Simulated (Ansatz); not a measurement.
The parent structure is TiSi2 (space group Fddd, No. 70; a = 4.780 Å, b = 8.232 Å, c = 8.522 Å). Axes: x, y, z lie along a, b, c of the conventional cell.

Method: r2SCAN, PAW, 500 eV (Ansatz, a first-principles code; no spin-orbit coupling), earlier PAW set.

Strains are applied to the cell and any free atomic positions relax; under biaxial strain the out-of-plane vector relaxes too.

One change was made to it. Results:

The energy goes up by 4.3 meV/atom; the pressure (mean of the normal stresses, compression positive) goes from zero to -3.7 GPa; the band gap is still zero.

Task: Which change produced these results?
(A) biaxial strain +4.91 %, plane normal [001], relaxed out of plane
(B) biaxial strain −4.81 %, plane normal [001], relaxed out of plane
(C) isotropic strain +0.86 %
(D) biaxial strain +3.56 %, plane normal [001], relaxed out of plane
(E) tensor shear ε_yz = −0.28 %

Result: C, isotropic strain +0.86 %. For comparison, the energy relative to the base in the other runs: biaxial strain +4.91 %, plane normal [001], relaxed out of plane gives +60 meV/atom; tensor shear ε_yz = −0.28 % gives +0.1 meV/atom; biaxial strain −4.81 %, plane normal [001], relaxed out of plane gives +81 meV/atom; biaxial strain +3.56 %, plane normal [001], relaxed out of plane gives +33 meV/atom.

Without a gap, meshes like the base's 13×13×13 leave anisotropic stresses uncertain by several tenths of a GPa, and small strain energies with them. Stability against distortions was not tested. The final runs are not spin-polarised.
